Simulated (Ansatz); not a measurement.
BaZrO3: energy against volume

BaZrO3 (cubic perovskite, Pm-3m, 14.614 Å³/atom and stress up to 0.01 GPa in the relaxed cell, cube axes along x, y and z) under an equal strain ε along all three axes. PBEsol in Ansatz, a plane-wave DFT program (PAW, default set), 420 eV, 8×8×8 Γ-centred mesh, Fermi-Dirac smearing 0.05 eV; ions are relaxed, or left where forces stay under 0.02 eV/Å, within the symmetry of each cell.

Here V stands for volume and E for E less E0.

| volume (Å³/atom) | E less E0 (meV/atom) | pressure (GPa) |
|---|---|---|
| 13.3375 | ? | ? |
| 13.8387 | 22.98 | 10.01 |
| 14.0939 | 10.01 | 6.39 |
| 14.3522 | 2.36 | 3.06 |
| 14.6137 | 0.00 | -0.01 |
| 14.8783 | 2.28 | -2.81 |
| 15.1461 | 9.20 | -5.39 |
| 15.4171 | 20.34 | -7.75 |

**Question.** Fit E against V with the third-order Birch-Murnaghan form, a cubic in V^(-2/3), and predict the withheld value at V = 13.3375.

**Answer.** With u = V^(-2/3) - 0.167, the rows have u = 0.006488, 0.004388, 0.002325, 0.000299, -0.001691, -0.003645, -0.005565. Least squares gives E = 0.003 - 355.5·u + 596486·u² + 657837·u³. Residuals (row less fit): -0.005, 0.026, -0.049, 0.050, -0.027, 0.008, -0.001; standard error 0.046 (degrees of freedom: 3). Its minimum lies at u = 0.000298, so V0 = (0.167298)^(-3/2) = 14.61. There d²E/du² = 1194000 and d³E/du³ = 3947000, so B0 = (4/9) × 14.61^(-7/3) × 1194000 × 0.160218 = 163 GPa (the last factor turns the table's units into GPa), and B0' = 4 + (2/3) × 0.167298 × (3947000)/1194000 = 4.4. B0' rests on the cubic coefficient alone and has a standard error of 0.2 from these residuals. At the withheld row, u = 0.010808, so E = 0.003 - 355.5 × 0.010808 + 596486 × 0.010808² + 657837 × 0.010808³ = 66.669 meV/atom. The calculation gives 66.75 meV/atom, 0.081 meV/atom above the prediction (0.1 % of the range of E in the table). The row lies outside the fitted rows, so this is an extrapolation. From the scatter of the fitted rows alone, a prediction at this place has a standard error of 0.342 meV/atom, so the miss is 0.2 times that.

The primitive cell can neither tilt nor turn polar against its symmetry, as such crystals can under strain. Other structures, which can take over under pressure, weren't tried. The same form fitted to the pressure column gives B0' = 4.4; series where the two differ by over 0.4 aren't shown. Rows are the converged runs of the series near zero and its far end, less any whose ions stayed unrelaxed beside relaxed ones; series whose fitted rows scatter by over a few per cent of the range, as at a crossing or softening among them, aren't shown in this form.
